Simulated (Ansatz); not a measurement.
The starting structures come from a database of crystals and need not be the phases stable at ambient conditions.

Tunnelling through a barrier is set by its complex band structure: the current falls as exp(−2κd) with the smallest κ.

Data:

```xyz
2
Lattice="4.1987 0.0000 0.0000 0.0000 4.1987 0.0000 2.0994 2.0994 2.9689" Properties=species:S:1:pos:R:3 pbc="T T T"
Mg     0.0000     0.0000     0.0000
Se     4.1987     2.0994     1.4845
```

Space group of this cell: F-43m, zinc blende. The cell is taken as given.

Transport runs along the normal of the first two printed cell vectors, the (001) plane of the conventional cell.

The gap is the functional's own, uncorrected, and κ follows it; spin-orbit coupling is left out. Mid-gap values are interpolated between the computed energies.

Task: Predict the band gap and the smallest decay constant κ at mid-gap from PBEsol (Ansatz, a quantum-chemistry and plane-wave program).

Result: Gap 2.52 eV on a 10×10×10 mesh; κ = 0.180 1/Å, at the zone centre.
